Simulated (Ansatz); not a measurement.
Levels about the gap of amorphous Si$_{24}$O$_{53}$P$_{2}$ (79 atoms in a cell of 1189 Å³, 2.21 g/cm³; zone centre alone, so wide bands show as single levels with stretches between that a denser mesh fills), at the geometry that PBE relaxed, where it gives 0.4 GPa on a denser mesh. Exact exchange is cut at the faces of this small cell, which leaves a finite-size error. The participation number counts the atoms over which a state spreads; weights are charges in smoothed Voronoi cells. The levels come from a single point, so bond lengths are those of that geometry. Method of the levels: HSE06, scalar-relativistic without spin-orbit coupling (Ansatz, a first-principles code). Sampling: the zone centre alone; Fermi-Dirac width 0.01 eV; collinear spin, started from moments on atoms (the moments died out). At PBE the levels at the filled edge of the gap are localised (band-tail or defect states), and the nearest spread-out levels lie 5.6 eV apart at the zone centre.

The cell was made by melting and quenching with the CHGNet potential and then relaxed with DFT. O atoms were pushed apart under 1.9 Å during the dynamics, to hinder bonds among them. The hot cell started wider than the set density and was brought back towards it in steps. It is the lowest in DFT energy of 2 quenches. It is a model cell: composition and starting density were chosen by hand, and all elements were melted together. No dispersion term was used. Its density started from a set value of 2.21 and ended at 2.21 g/cm³. Cooling (nominally 320 K/ps over its main leg) ran many orders faster than in experiment, which tends to leave more defects and strain. One small periodic cell is one sample of the glass; other quenches scatter about these values. The volume was held where the preparation left it and the shape relaxed, at a PBE pressure of 0.4 GPa.

| E - E(highest filled), eV | filling | spin | participation number | largest on | weight O | weight Si | weight P |
|---|---|---|---|---|---|---|---|
| -0.18 | filled | dn | 2.0 | O, 1 neighbours | 0.93 | 0.01 | 0.06 |
| -0.15 | filled | up | 2.0 | O, 1 neighbours | 0.93 | 0.01 | 0.06 |
| -0.15 | filled | dn | 2.0 | O, 1 neighbours | 0.93 | 0.01 | 0.06 |
| -0.05 | filled | up | 2.2 | O, 1 neighbours | 0.93 | 0.01 | 0.05 |
| -0.05 | filled | dn | 2.2 | O, 1 neighbours | 0.93 | 0.01 | 0.05 |
| 0.00 | filled | up | 2.2 | O, 1 neighbours | 0.94 | 0.01 | 0.05 |
| 0.00 | filled | dn | 2.2 | O, 1 neighbours | 0.94 | 0.01 | 0.05 |
| 6.64 | empty | up | 71.0 | O, 2 neighbours | 0.76 | 0.23 | 0.01 |
| 6.64 | empty | dn | 71.0 | O, 2 neighbours | 0.76 | 0.23 | 0.01 |
| 8.14 | empty | up | 43.1 | O, 2 neighbours | 0.69 | 0.31 | 0.00 |
| 8.14 | empty | dn | 43.1 | O, 2 neighbours | 0.69 | 0.31 | 0.00 |
| 8.42 | empty | up | 54.0 | O, 2 neighbours | 0.72 | 0.26 | 0.01 |
| 8.42 | empty | dn | 54.0 | O, 2 neighbours | 0.72 | 0.26 | 0.01 |
| 8.54 | empty | up | 49.2 | O, 2 neighbours | 0.72 | 0.26 | 0.01 |

Most localised among these is the filled level at -0.15 eV, on a O atom, which has 1 neighbours (P 1.46 Å).
